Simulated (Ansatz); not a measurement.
Take SnS2 in the CdI2 type structure (space group P-3m1, No. 164; a = 3.6261 Å, c = 5.5729 Å; layered, stacked along the Cartesian z axis) as the base.

Method: PBEsol-D3(BJ)/PAW in Ansatz (a program for electronic structure), spin-orbit coupling left out.

One change was made to it. Results:

```json
[
 {"quantity": "c/a ratio", "base": "1.537", "after": "1.379"},
 {"quantity": "band gap", "base": "0.96 eV", "after": "zero"},
 {"quantity": "volume per atom", "base": "21.15 Å³", "after": "14.86 Å³"}
]
```

Task: Which change produced these results?
A. pressure −1 GPa
B. pressure 18 GPa
C. pressure 45 GPa
D. pressure 1.8 GPa

Result: C, pressure 45 GPa. For comparison, the volume per atom in the other runs: pressure 18 GPa gives 17.12 Å³; pressure −1 GPa gives 21.82 Å³; pressure 1.8 GPa gives 20.34 Å³.

The mesh was chosen for an insulator and is coarse for the gapless case. Load acts through the strain it causes; cell and atoms are relaxed under it. Whether these cells are dynamically stable was not tested. Competing high-pressure phases were not computed. All final runs are without spin polarisation. The zero or small gap of SnS2 under pressure 18 GPa can change with the level of theory.
